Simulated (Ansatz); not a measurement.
TiAl2O5 (Cmc2₁, No. 36, 16 atoms in the cell; start mp-1101043) was calculated with PBEsol (PAW; Ansatz, a first-principles code).

Numerical settings: plane-wave cutoff 520 eV, 10×4×10 k mesh (along the axes of the cell as run), Fermi–Dirac smearing 0.01 eV, no spin polarisation, scalar-relativistic PAW data made under PBE.

Cell (relaxed with PBEsol):

```cif
data_Al8O20Ti4
_chemical_formula_sum 'Ti4 Al8 O20'
_space_group_name_H-M_alt 'Cmc21'
_space_group_IT_number 36
_space_group_name_Hall 'C 2c -2'
_cell_length_a 3.63121
_cell_length_b 9.44472
_cell_length_c 9.53131
_cell_angle_alpha 90.000
_cell_angle_beta 90.000
_cell_angle_gamma 90.000
loop_
_atom_site_label
_atom_site_type_symbol
_atom_site_symmetry_multiplicity
_atom_site_Wyckoff_symbol
_atom_site_fract_x
_atom_site_fract_y
_atom_site_fract_z
_atom_site_occupancy
Ti1 Ti 4 a 0.00000 0.12772 0.43826 1
Al1 Al 4 a 0.00000 0.14212 0.06842 1
Al2 Al 4 a 0.00000 0.19023 0.74595 1
O1 O 4 a 0.00000 0.05736 0.88754 1
O2 O 4 a 0.00000 0.04444 0.61955 1
O3 O 4 a 0.00000 0.24603 0.24597 1
O4 O 4 a 0.00000 0.68391 0.42038 1
O5 O 4 a 0.00000 0.69247 0.07392 1
```
(The calculation used a cell of 16 atoms; values per cell refer to that cell.)

Problem. Predict the band gap and smallest direct gap on the k points sampled.

Solution. 
- band gap = 3.31 eV (indirect)
- smallest direct gap on the k points sampled = 3.41 eV

Static lattice: no zero-point or thermal effects.

A start named mp-… is a Materials Project structure, which need not be a measured phase.
